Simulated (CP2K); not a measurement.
Worked example: self-consistent single point of YB2 (P6/mmm, 3 atoms in the cell) in CP2K.

Method of the run: LDA (Pade form), GPW, DZVP-MOLOPT-SR-GTH basis, GTH-PADE potentials (GTH_POTENTIALS) in CP2K.

```yaml
crystal:
  lattice:
    - [3.30084, 0.00000, 0.00000]
    - [-1.65042, 2.85861, 0.00000]
    - [0.00000, 0.00000, 3.86250]
  atoms:
    - { symbol: Y, position: [0.00000, 0.00000, 0.00000] }
    - { symbol: B, position: [0.33333, 0.66667, 0.50000] }
    - { symbol: B, position: [0.66667, 0.33333, 0.50000] }
```

Reference input (self-consistent single point, DFT PBEsol, GPW, DZVP-MOLOPT-SR-GTH basis, GTH-PBE potentials (GTH_POTENTIALS)): CUTOFF = 500 Ry; REL_CUTOFF = 60 Ry; SMEAR/METHOD = FERMI_DIRAC; ELECTRONIC_TEMPERATURE = 1160.45 K; KPOINTS/SCHEME = MONKHORST-PACK 8 8 6; GAMMA_CENTERED = T; XC_FUNCTIONAL = PBE:PBESOL; Y/BASIS_SET = DZVP-MOLOPT-SR-GTH-q11; Y/POTENTIAL = GTH-PBE-q11; B/BASIS_SET = DZVP-MOLOPT-SR-GTH-q3; B/POTENTIAL = GTH-PBE-q3; METHOD = GPW. This run's input differs from it in these lines:

```diff
@@ -43,6 +43,3 @@
     &XC
-      &XC_FUNCTIONAL
-        &PBE
-          PARAMETRIZATION PBESOL
-        &END PBE
+      &XC_FUNCTIONAL PADE
       &END XC_FUNCTIONAL
@@ -77,3 +74,3 @@
       BASIS_SET DZVP-MOLOPT-SR-GTH-q11
-      POTENTIAL GTH-PBE-q11
+      POTENTIAL GTH-PADE-q11
     &END KIND
@@ -81,3 +78,3 @@
       BASIS_SET DZVP-MOLOPT-SR-GTH-q3
-      POTENTIAL GTH-PBE-q3
+      POTENTIAL GTH-PADE-q3
     &END KIND
```

Log, with long lists cut:

```
 SCF WAVEFUNCTION OPTIMIZATION

  Step     Update method      Time    Convergence         Total energy    Change
     1 NoMix/Diag. 0.20E+00      -     1.38483028       -44.8134782365 -4.48E+01
     2 Broy./Diag. 0.20E+00      -     0.10113068       -44.2625842777  5.51E-01
     3 Broy./Diag. 0.20E+00      -     0.14745581       -44.2010175254  6.16E-02
     4 Broy./Diag. 0.20E+00      -     0.03713617       -44.1336766308  6.73E-02
     5 Broy./Diag. 0.20E+00      -     0.02150825       -44.1638925023 -3.02E-02
     6 Broy./Diag. 0.20E+00      -     0.00135063       -44.1535474909  1.03E-02
   [... 3 lines left out ...]
    10 Broy./Diag. 0.20E+00      -     0.00000480       -44.1461813080  1.10E-05
    11 Broy./Diag. 0.20E+00      -     0.00000231       -44.1461933302 -1.20E-05
    12 Broy./Diag. 0.20E+00      -     0.00000042       -44.1461973784 -4.05E-06
    13 Broy./Diag. 0.20E+00      -     0.00000010       -44.1461973182  6.02E-08
  *** SCF run converged in    13 steps ***

  Overlap energy of the core charge distribution:               0.00000003296599
  Self energy of the core charge distribution:                -83.56161965316048
  Core Hamiltonian energy:                                     19.59531090852219
  Hartree energy:                                              27.03420986850403
  Exchange-correlation energy:                                 -7.21300334899191
  Electronic entropic energy:                                  -0.00109512609775
  Fermi energy:                                                 0.34375314007073

  Total energy:                                               -44.14619731816911
  Total energy (extrapolated to T->0):                        -44.14564975512023

   [... lines left out ...]

 STRESS| Analytical stress tensor [bar]
 STRESS|                        x                   y                   z
 STRESS|      x       -8.21757591843E+04  -7.99301968530E-01   1.85022211089E-09
 STRESS|      y       -7.99301968530E-01  -8.21785198494E+04  -2.02585972544E-09
 STRESS|      z        1.85022211089E-09  -2.02585972544E-09  -8.08985932127E+04
 STRESS| 1/3 Trace                                            -8.17509574155E+04
```

The run converged in 13 iterations. Against the reference run the pressure goes from -2.94 to -8.18 GPa.

The starting cell comes from a database of computed structures (which also holds hypothetical and non-ambient phases and stackings), without a prior relaxation at this level. Values carry the incompleteness of an atom-centred basis. With a pressure of about -8 GPa the cell is away from its equilibrium volume at this level.

Cost on one core of a shared machine: roughly 70 s.
